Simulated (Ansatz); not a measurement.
Start from B (space group I4_132, No. 214; a = 4.6330 Å; a hypothetical phase, not in the database extracts checked).

Levels (all Ansatz, a program for electronic structure, PAW): PBEsol (420 eV, no spin-orbit coupling); r2SCAN (500 eV, scalar-relativistic without spin-orbit coupling); HSE06 (420 eV, no spin-orbit coupling).

At the geometry relaxed with PBEsol, these levels gave the following band gaps, in shuffled order: (a) 2.43 eV, (b) 1.41 eV, (c) 1.76 eV.

Question: Match each gap to its level.

Answer: (a) HSE06; (b) PBEsol; (c) r2SCAN.

Single points use the geometry relaxed with PBEsol. The hybrid gap comes from the SCF mesh plus the semilocal run's edge points and a few special points and is an upper bound. Stability against distortions was not tested.
